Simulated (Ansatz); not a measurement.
**PBE against PBEsol: TiC, pressure 10 GPa**

The reference is TiC in the rock salt structure (space group Fm-3m, No. 225; a = 4.3329 Å).

(Cell as relaxed with PBE.)

Levels (all Ansatz, a first-principles code, PAW): PBE (420 eV, no SOC); PBEsol (420 eV, without spin-orbit coupling).

Each level relaxes its own structure.

```tsv
base	PBE	PBEsol
volume per atom	10.17 Å³	9.89 Å³
lattice parameter a	8.188 bohr	8.113 bohr
band gap	zero	zero
```

Modification: a hydrostatic pressure of 10 GPa.

```csv
quantity,PBE,PBEsol
lattice parameter a,8.088 bohr,___
band gap,zero,___
```

Task: Predict the PBEsol column.

Result: 
- lattice parameter a, PBEsol: 8.019 bohr
- band gap, PBEsol: zero

PBE's lattice parameter a lies 0.0683 bohr above PBEsol's (0.9 %); the two agree on the band gap. Neither level is exact; PBEsol is the comparison here, not a measurement.

Load acts through the strain it causes; cell and atoms are relaxed under it. No phonon test of stability was made. Competing high-pressure phases were not computed. The base started in Pnma and relaxed to Fm-3m at this level. All final runs are without spin polarisation.
